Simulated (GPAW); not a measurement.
Band structure of Co (P6_3/mmc, 2 atoms in the cell).

```
CELL_PARAMETERS angstrom
      2.46557     0.00000     0.00000
     -1.23279     2.13525     0.00000
      0.00000     0.00000     4.01068
ATOMIC_POSITIONS crystal
  Co 0.33333 0.66667 0.25000
  Co 0.66667 0.33333 0.75000
```
Moments meant for the start (each program seeds them in its own way; μB, in the order of the atoms Co Co): 3.0 3.0.

Computed with PBE, GPAW PAW datasets PBE (gpaw-data 1.0.1) (plane waves; GPAW 25.7.0).

Settings: spinpol = true; mode = pw; ecut = 800 eV; xc = PBE; kpts = 20 20 11; mesh shift (steps) = 0 0 0; occupations.name = methfessel-paxton; occupations.width = 0.136 eV; occupations.order = 0; nbands = -8; symmetry.symmorphic = false; symmetry.tolerance = 0.0005; maxiter = 120; bandpath_npoints = 40.

The starting cell comes from a database of computed structures (which also holds hypothetical and non-ambient phases and stackings), without a prior relaxation at this level. Its lattice was rescaled by a random factor within 2.5 % of one. The magnetic order is the one reached from the typed start; others were not searched systematically.

Levels in eV from the Fermi level, bands 7 to 14 of the first spin channel:
```json
[
 {"point": "Γ", "7": "-2.31", "8": "-1.92", "9": "-1.92", "10": "-0.78", "11": "-0.78", "12": "-0.29", "13": "6.48", "14": "22.43"},
 {"point": "M", "7": "-2.23", "8": "-0.62", "9": "-0.55", "10": "-0.46", "11": "1.36", "12": "3.44", "13": "9.80", "14": "10.49"},
 {"point": "K", "7": "-1.95", "8": "-0.89", "9": "-0.89", "10": "-0.79", "11": "4.60", "12": "5.47", "13": "5.47", "14": "12.52"},
 {"point": "A", "7": "-2.69", "8": "-2.69", "9": "-1.11", "10": "-1.11", "11": "-1.11", "12": "-1.11", "13": "15.11", "14": "15.11"},
 {"point": "L", "7": "-1.05", "8": "-1.05", "9": "-0.52", "10": "-0.52", "11": "1.56", "12": "1.56", "13": "7.48", "14": "7.48"},
 {"point": "H", "7": "-1.91", "8": "-1.91", "9": "-0.72", "10": "-0.72", "11": "5.83", "12": "5.83", "13": "7.46", "14": "7.46"}
]
```

Bands cross the Fermi level along this path, so the cell is metallic at this level.

The net moment of the cell came out as 3.19 μB.
